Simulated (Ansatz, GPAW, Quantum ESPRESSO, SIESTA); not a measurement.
**AlNi (Cmmm, 2 atoms in the cell) computed with different codes at matched settings**

Self-consistent single point.

```
AlNi
1.0
    1.97689    -1.99167     0.00000
    1.97689     1.99167     0.00000
    0.00000     0.00000     3.16049
Al Ni
1 1
Direct
  0.00000   0.00000   0.00000
  0.50000   0.50000   0.50000
```

Shared settings, as Ansatz (an electronic-structure program) writes them: kpoints.mp_grid.grid = 15 15 14; scf.occupations.method = fermi_dirac; scf.occupations.width = 0.0037 Ry. Potentials and cutoffs stand in the table.

```csv
code,model,pressure (GPa),cutoff
Quantum ESPRESSO,"PBEsol, PSlibrary ultrasoft (PBE) pseudopotentials",-8.81,50 Ry
SIESTA,"GGA PBEsol, numerical atomic orbitals DZP, PseudoDojo PBEsol standard norm-conserving potentials (rewritten from UPF to PSML)",-10.83,grid 350 Ry
GPAW,"PBEsol, GPAW PAW datasets PBEsol (made by gpaw-setup)",-7.71,800 eV
Ansatz,"PBEsol, PAW files made with PBE",-8.64,default
```

On Ansatz's run: spin polarisation is off.

The spread over the programs that give each value: pressure within 3.12 GPa.

SIESTA uses small atom-centred bases, whose incompleteness enters pressures, forces and empty levels differently from a plane-wave cutoff. Ansatz's pressure is given at a fixed set of plane waves, as the other plane-wave codes print theirs; with its correction for the finite basis it is -8.60 GPa. In the pressure, SIESTA (by 2.18) lies more than 1 GPa from the median of the plane-wave programs.

The starting cell comes from a database of computed structures (which also holds hypothetical and non-ambient phases and stackings), without a prior relaxation at this level. Its lattice was rescaled by a random factor within 2.5 % of one.

Left out of this page: Elk (not drawn, or without a comparable value).

Keys are those of Ansatz 0.2.
